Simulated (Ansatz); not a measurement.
A self-consistent single point of TePb2Se (R3m, 4 atoms in the cell) with Ansatz (a first-principles code).

Computed with LDA (PW92), default PAW files made with PBE (plane waves; Ansatz).

The change in words: lattice scaled by 0.98; basis.ecutwfc: 420 eV → 170 eV. Reference geometry:
```
CELL_PARAMETERS angstrom
      2.23586     1.29088     7.29832
     -2.23586     1.29088     7.29832
      0.00000    -2.58175     7.29832
ATOMIC_POSITIONS crystal
  Te 0.50228 0.50228 0.50228
  Pb 0.74470 0.74470 0.74470
  Pb 0.25530 0.25530 0.25530
  Se 0.00000 0.00000 0.00000
```

Reference input (self-consistent single point, DFT, LDA (PW92), plane waves, default PAW files made with PBE): basis.ecutwfc = 420 eV; kpoints.mp_grid.grid = 5 5 5; hamiltonian.xc = lda; hamiltonian.pseudopotentials = {kind: paw} (the program's default PAW files); scf.occupations.method = fixed. This run's input differs from it in these lines:

Ansatz 0.2 input:
```diff
@@ -2,5 +2,5 @@
   lattice:
-    - [2.235864, 1.290877, 7.298322]
-    - [-2.235864, 1.290877, 7.298322]
-    - [0.000000, -2.581754, 7.298322]
+    - [2.191147, 1.265059, 7.152356]
+    - [-2.191147, 1.265059, 7.152356]
+    - [0.000000, -2.530119, 7.152356]
   atoms:
@@ -11,3 +11,3 @@
 basis:
-  ecutwfc: 420.0 eV
+  ecutwfc: 170.0 eV
 kpoints:
```

Output (repeated stretches shortened):

```
SCF iter   1: F=—  HF=-35361.089597 eV  |F-HF|=—  |Δ(HF+E_count)|=         —  Δρ=1.25e-1  dr2=1.05e1  ethr=1.77e-3  ⟨swp⟩=4.8  Hψ=2146  notcnv=0  defer=64
all-band conjugate gradients solve this SCF's bands
preconditioner: auto → Resta (q_TF=auto, 2.434 Å⁻¹)
SCF iter   2: F=—  HF=-35353.790638 eV  |F-HF|=—  |Δ(HF+E_count)|=    7.30e0  Δρ=5.72e-2  dr2=2.01e0  ethr=1.77e-3  ⟨swp⟩=3.0  Hψ=1524  notcnv=0  defer=59
   [... lines left out ...]
SCF iter   5: F=—  HF=-35352.351990 eV  |F-HF|=—  |Δ(HF+E_count)|=   1.25e-4  Δρ=3.41e-4  dr2=3.13e-4  ethr=2.37e-6  ⟨swp⟩=2.0  Hψ=882  notcnv=0  defer=69
SCF iter   6: F=—  HF=-35352.351898 eV  |F-HF|=—  |Δ(HF+E_count)|=   9.15e-5  Δρ=7.60e-5  dr2=9.89e-6  ethr=5.22e-7  ⟨swp⟩=2.0  Hψ=811  notcnv=0  defer=38
SCF iter   7: F=—  HF=-35352.351908 eV  |F-HF|=—  |Δ(HF+E_count)|=   1.02e-5  Δρ=1.62e-5  dr2=2.67e-7  ethr=1.65e-8  ⟨swp⟩=2.1  Hψ=1027  notcnv=0  defer=32
SCF iter   8: F=-35352.351908 eV  HF=-35352.351908 eV  |F-HF|=1.88e-9  |Δ(HF+E_count)|=   4.08e-8  Δρ=3.33e-6  dr2=1.30e-8  ethr=1.67e-10  ⟨swp⟩=9.6  Hψ=3129  notcnv=0
SCF 1 converged in 8 iterations: F = -35352.351908 eV  dr2 = 1.30e-8
Free energy (F): -35352.351908 eV
Internal energy: -35352.351908 eV  (E = F + TS)
E sigma→0 (E₀):  -35352.351908 eV
Fermi energy:    8.967894 eV
--- Forces (eV/Å), atoms counted from 1 ---
  atom   1  Te     0.00000000     0.00000000    -0.14375113
  atom   2  Pb     0.00000000    -0.00000001     0.58530243
  atom   3  Pb     0.00000000     0.00000002    -0.65682933
  atom   4  Se     0.00000000    -0.00000001     0.21485760
--- Stress (GPa, compression-positive) ---
       -3.616034       0.000000      -0.000000
        0.000000      -3.616034      -0.000000
       -0.000000      -0.000000      -3.328813
  P = ⅓ Tr σ = -3.5203 GPa (-35.203 kbar)
  The stress holds the Pulay correction. Without it, at fixed plane waves, as pw.x and ABINIT print it: P = -364.3494 GPa
```

The run converged in 8 iterations. Against the reference run the free energy goes up by 16.1 eV/atom, the pressure goes from -2.59 to -3.52 GPa, the largest force goes from 0.138 to 0.657 eV/Å and the gap on the mesh goes from 0.536 to 0.851 eV.

The starting cell comes from a database of computed structures (which also holds hypothetical and non-ambient phases and stackings), without a prior relaxation at this level. Its lattice was rescaled by up to half a per cent. One atom was moved a little off its site on purpose. For this run, on top of that: lattice scaled by 0.98. Spin-orbit coupling is off. Ansatz's pressure includes its estimate of the finite-basis (Pulay) stress. Without the estimate this run gives -364.35 GPa. The cutoff lies below the one recommended for these files.
